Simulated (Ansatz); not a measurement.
AlN: response to strain

The reference is AlN in the wurtzite structure (space group P6_3mc, No. 186; a = 3.089 Å, c = 4.943 Å). Axes: x lies along a and z along c of the hexagonal cell.

Strains are applied to the cell and any free atomic positions relax; under biaxial strain the out-of-plane vector relaxes too.

Level of theory: Ansatz (a quantum-chemistry and plane-wave program), LDA, PAW, cutoff 420 eV, no spin-orbit coupling.

Notes on the quantities. in-plane stress: mean in-plane stress (compression positive).

```json
[
 {"change": "base", "ratio −ε⊥/ε∥": "–", "shortest interatomic distance": "1.876 Å", "in-plane stress": "–", "band gap": "4.42 eV"},
 {"change": "biaxial strain −3.00 %, plane normal [001], relaxed out of plane", "ratio −ε⊥/ε∥": "0.57", "shortest interatomic distance": "1.844 Å", "in-plane stress": "+15.9 GPa", "band gap": "4.74 eV"},
 {"change": "biaxial strain −2.40 %, plane normal [001], relaxed out of plane", "ratio −ε⊥/ε∥": "0.57", "shortest interatomic distance": "1.850 Å", "in-plane stress": "+12.4 GPa", "band gap": "4.78 eV"},
 {"change": "biaxial strain −1.80 %, plane normal [001], relaxed out of plane", "ratio −ε⊥/ε∥": "0.58", "shortest interatomic distance": "1.856 Å", "in-plane stress": "+9.1 GPa", "band gap": "4.76 eV"},
 {"change": "biaxial strain −1.20 %, plane normal [001], relaxed out of plane", "ratio −ε⊥/ε∥": "0.59", "shortest interatomic distance": "1.863 Å", "in-plane stress": "+5.9 GPa", "band gap": "4.67 eV"},
 {"change": "biaxial strain −0.60 %, plane normal [001], relaxed out of plane", "ratio −ε⊥/ε∥": "–", "shortest interatomic distance": "1.870 Å", "in-plane stress": "+2.9 GPa", "band gap": "4.54 eV"}
]
```

Stability against distortions was not tested.
